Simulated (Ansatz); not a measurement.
Relaxation of the outer planes of the (100) surface of zinc-blende BAs in its 1x1 cell (cut with top plane B, bottom plane B), relaxed from an ideal cut (the real face may reconstruct), outermost plane spacing 1.20 Å in the ideal cut (one of several cuts of this face), with 1 B a cell over the bulk's ratio.

All values below come from PBE (plane waves to 420 eV, PAW; Ansatz, an electronic-structure program).

Slab: 11 atoms, As5B6, 12.0 Å thick at the start; k 8x8x1, smearing 0.025 eV, dipole-corrected; all atoms relaxed; held to the start's symmetry, so lower structures may exist; spin-polarised from one start with parallel moments (other orders not tried), ending with about 2.3 μB a cell, a value that depends on the mesh; orders that need a larger cell were not tried, no spin-orbit, no U. The slab shows no gap on its mesh.

```
plane  atoms  bulk spacing to the next (Å)  relaxed spacing (Å)  change (%)  rumpling (Å)
-----  -----  ----------------------------  -------------------  ----------  ------------
1          B                         1.202                1.042       -13.4          0.00
2         As                         1.202                1.242         3.3          0.00
```
